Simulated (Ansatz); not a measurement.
We consider CaZnF4 (I4₁/a, No. 88, 12 atoms in the cell; start COD 1529060), described by r²SCAN+rVV10 in Ansatz (plane waves, PAW).

Run with plane-wave cutoff 560 eV, 10×10×10 k mesh, Fermi–Dirac smearing 0.01 eV, scalar-relativistic PAW data made under PBE.

Cell (relaxed at this level):

```cif
data_Ca4F16Zn4
_chemical_formula_sum 'Zn4 Ca4 F16'
_space_group_name_H-M_alt 'I41/a :1'
_space_group_IT_number 88
_space_group_name_Hall 'I 4bw -1bw'
_cell_length_a 5.23251
_cell_length_b 5.23251
_cell_length_c 10.91590
_cell_angle_alpha 90.000
_cell_angle_beta 90.000
_cell_angle_gamma 90.000
loop_
_space_group_symop_operation_xyz
  'x, y, z'
  '-y, x+1/2, z+1/4'
  '-x+1/2, -y+1/2, z+1/2'
  'y+1/2, -x, z+3/4'
  '-x, -y+1/2, -z+1/4'
  'y, -x, -z'
  'x+1/2, y, -z+3/4'
  '-y+1/2, x+1/2, -z+1/2'
  'x+1/2, y+1/2, z+1/2'
  '-y+1/2, x, z+3/4'
  '-x, -y, z'
  'y, -x+1/2, z+1/4'
  '-x+1/2, -y, -z+3/4'
  'y+1/2, -x+1/2, -z+1/2'
  'x, y+1/2, -z+1/4'
  '-y, x, -z'
loop_
_atom_site_label
_atom_site_type_symbol
_atom_site_symmetry_multiplicity
_atom_site_Wyckoff_symbol
_atom_site_fract_x
_atom_site_fract_y
_atom_site_fract_z
_atom_site_occupancy
Zn1 Zn 4 a 0.00000 0.00000 0.00000 1
Ca1 Ca 4 b 0.00000 0.00000 0.50000 1
F1 F 16 f 0.25802 0.18194 0.09050 1
```
(The calculation used a cell of 12 atoms; values per cell refer to that cell.)

Problem. Predict the band gap and smallest direct gap on the k points sampled.

Solution. 
- band gap: 6.03 eV
- smallest direct gap on the k points sampled: 6.05 eV

Note: the relaxation could not lower the start's symmetry, so a distorted cell can lie lower.

The computed numbers hold no vibrational or temperature effects.

Cost on a shared machine: about 6 core-minutes (a rough figure).

Ansatz is an electronic-structure program.
